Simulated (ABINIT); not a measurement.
# Several settings converged on LaC2 (Imm2, 3 atoms in the cell)

```
CELL_PARAMETERS angstrom
     -2.00510     2.44235     2.72873
      2.00510    -2.44235     2.72873
      2.00510     2.44235    -2.72873
ATOMIC_POSITIONS crystal
  La 0.00916 0.00916 0.00000
  C  0.63322 0.50000 0.13322
  C  0.36678 0.50000 0.86678
```

Base method: PBEsol, norm-conserving pseudopotentials (PseudoDojo nc-sr-04 PBEsol standard) (plane waves; ABINIT).

Base settings: pseudos = [La.upf, C.upf]; ecut = 1497 eV; ixc = -116133; occopt = 7; tsmear = 0.1 eV; ngkpt = 4 4 4; nshiftk = 1; shiftk = 0 0 0; potentials = PseudoDojo nc-sr-04 PBEsol standard; nband = 15.

The count of work is k-points × plane waves × bands × iterations; it is no time. Core times come from one kind of shared machine, to one figure; runs under 30 s give none.

**The plane-wave cutoff**

The second cell is the first with its lattice scaled by 0.98.

The mesh stays at the base's, so the ladder's end is converged at best in this setting alone.

Only quantities that move along the ladder and can be compared are tabulated.

| ecut | free energy less the last step's (meV/atom) | energy of the compressed cell less the first (meV/atom) | pressure (GPa) | largest difference of a force vector from the last step's (eV/Å) | count of work / last |
|---|---|---|---|---|---|
| 517 eV | 571.10 | 4.47 | -14.22 | 0.057 | 0.076 |
| 680 eV | 188.42 | 0.46 | -8.50 | 0.239 | 0.15 |
| 816 eV | 71.32 | -1.04 | -6.35 | 0.058 | 0.25 |
| 1034 eV | 10.16 | -3.14 | -4.65 | 0.008 | 0.58 |
| 1361 eV | 0.14 | -3.08 | -3.92 | 0.000 | 0.90 |
| 1497 eV | 0.00 | -3.07 | -3.92 | 0.000 | 1.0 |

Coarsest ecut that holds the forces within 0.01 eV/Å of the last step, with all finer ones: 1034 eV; the step before is off by 0.058 eV/Å.

Coarsest ecut that holds the energy of the compressed cell less the first within 0.5 meV/atom of the last step, with all finer ones: 1034 eV; the step before is off by 2.0 meV/atom.

Coarsest ecut that holds the free energy within 0.5 meV/atom of the last step, with all finer ones: 1361 eV; the step before is off by 10 meV/atom.

The energy difference between the two cells stays within 1 meV/atom of the last step's from 1034 eV on, the total only from 1361 eV on: much of the error is common to both cells and cancels.

At the lowest cutoff the pressure lies 10.3 GPa under the last step's, the usual sign of Pulay stress in an incomplete plane-wave basis.

**The cutoff for other potential files**

Level: DFT, PBEsol, plane waves, PAW (JTH v2.0 PBE PAW, files made for PBE).

In this ladder: pseudos = [La.GGA_PBE-JTH.xml, C.GGA_PBE-JTH.xml]; potentials = JTH v2.0 PBE PAW; pawxcdev = 0. Moved along: pawecutdg.

The second cell is the first with its lattice scaled by 0.98.

The mesh stays at the base's, so the ladder's end is converged at best in this setting alone.

Only quantities that move along the ladder and can be compared are tabulated.

```csv
ecut,free energy less the last step's (meV/atom),energy of the compressed cell less the first (meV/atom),pressure (GPa),largest difference of a force vector from the last step's (eV/Å),count of work / last
327 eV,74.65,2.11,-6.62,0.198,0.082
490 eV,8.65,-0.72,-3.79,0.011,0.15
707 eV,3.48,-1.00,-3.71,0.011,0.26
844 eV,0.96,-1.10,-3.73,0.001,0.37
1415 eV,0.00,-1.16,-3.67,0.000,1.0
```

Coarsest ecut that holds the free energy within 2 meV/atom of the last step, with all finer ones: 844 eV, at 0.37 of the last step's count of work; the step before is off by 3.5 meV/atom.

Coarsest ecut that holds the energy of the compressed cell less the first within 0.5 meV/atom of the last step, with all finer ones: 490 eV, at 0.15 of the last step's count of work; the step before is off by 3.3 meV/atom.

Coarsest ecut that holds the forces within 0.005 eV/Å of the last step, with all finer ones: 844 eV, at 0.37 of the last step's count of work; the step before is off by 0.011 eV/Å.

The energy difference between the two cells stays within 1 meV/atom of the last step's from 490 eV on, the total only from 844 eV on: much of the error is common to both cells and cancels.

At the lowest cutoff the pressure lies 2.9 GPa under the last step's, the usual sign of Pulay stress in an incomplete plane-wave basis.

**The cutoff for other potential files**

Level: DFT, PBEsol, plane waves, norm-conserving pseudopotentials (PseudoDojo nc-fr-04 PBEsol standard).

In this ladder: potentials = PseudoDojo nc-fr-04 PBEsol standard.

The mesh stays at the base's, so the ladder's end is converged at best in this setting alone.

Only quantities that move along the ladder and can be compared are tabulated.

```csv
ecut,free energy less the last step's (meV/atom),pressure (GPa),largest difference of a force vector from the last step's (eV/Å),count of work / last,core time / last (rough)
680 eV,189.25,-8.46,0.239,0.059,–
1034 eV,10.74,-4.61,0.008,0.22,0.2
1279 eV,0.90,-3.90,0.001,0.31,0.3
1796 eV,0.39,-3.86,0.000,0.53,0.5
2993 eV,0.00,-3.86,0.000,1.0,1
```

Coarsest ecut that holds the free energy within 2 meV/atom of the last step, with all finer ones: 1279 eV, at 0.31 of the last step's count of work and about 0.3 of the last step's time; the step before is off by 11 meV/atom.

Coarsest ecut that holds the pressure within 0.1 GPa of the last step, with all finer ones: 1279 eV, at 0.31 of the last step's count of work and about 0.3 of the last step's time; the step before is off by 0.74 GPa.

Coarsest ecut that holds the forces within 0.01 eV/Å of the last step, with all finer ones: 1034 eV, at 0.22 of the last step's count of work and about 0.2 of the last step's time; the step before is off by 0.24 eV/Å.

At the lowest cutoff the pressure lies 4.6 GPa under the last step's, the usual sign of Pulay stress in an incomplete plane-wave basis.

On the base run: the starting cell comes from a database of computed structures (which also holds hypothetical and non-ambient phases and stackings), without a prior relaxation at this level. Its lattice was rescaled by up to half a per cent. One atom was moved a little off its site on purpose. In the base run, with a pressure of about -4 GPa the cell is away from its equilibrium volume at this level. Without a gap this mesh is coarse (it stands for a supercell whose shortest vector is 16 Å).
